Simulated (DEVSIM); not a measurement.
Device: Schottky contact on n-type Si, at 300 K.

```tsv
layer (left to right)	material	thickness (μm)	Nd (cm⁻³)	τn (s)	τp (s)
1	Si	8.10	3.6e15	4.9e-6	4.9e-6
```

Left contact: Schottky, work function 4.9 eV, emission velocity 1.5e6 cm/s. Right contact: ohmic. Voltage is applied to the left contact. Recombination: SRH at mid-gap, radiative, Auger. Mobility is μmin + (μ − μmin)/(1 + (N/Nref)^α).

The device is made up for the run: typed textbook-type constants, with dimensions and the other settings drawn at random. Values at 300 K; Nc and Nv go as T^1.5, mobilities as T to minus their exponent, the gap by Varshni's rule with the affinity fixed.

```csv
parameter,Si
gap (eV),1.124
affinity (eV),4.05
permittivity,11.7
Nc (cm⁻³),2.86e19
Nv (cm⁻³),3.1e19
μn (cm²/Vs),1417
μp (cm²/Vs),470
"μn,min",52
"μp,min",45
"Nref,n",9.7e16
"Nref,p",2.2e17
αn,0.68
αp,0.72
T exponent of μn,2.3
T exponent of μp,2.2
B (cm³/s),4.7e-15
Cn (cm⁶/s),2.8e-31
Cp (cm⁶/s),9.9e-32
Varshni α (eV/K),0.000473
Varshni β (K),636
```

DEVSIM, 1D drift-diffusion, Boltzmann statistics, complete ionisation; no tunnelling, impact ionisation, image-force lowering or self-heating. Metal contacts follow the ideal Schottky-Mott rule: no Fermi-level pinning, no interface dipoles.

The temperature was swept, all else fixed.

```tsv
temperature (K)	potential step across the device at zero bias (V)	dark forward voltage at 1 A/cm² (V)	dark forward voltage at 100 A/cm² (V)	largest field in the device at zero bias (V/cm)
250	0.662	0.520	0.692	27000
300	0.618	0.447	0.674	26000
350	0.572	0.373	0.638	26000
400	0.526	0.296	0.575	30000
450	0.478	0.213	0.500	46000
500	0.430	0.124	0.423	77000
```

From the first row to the last the potential step across the device at zero bias goes from 0.662 to 0.430. From the first row to the last the dark forward voltage at 1 A/cm² goes from 0.520 to 0.124.
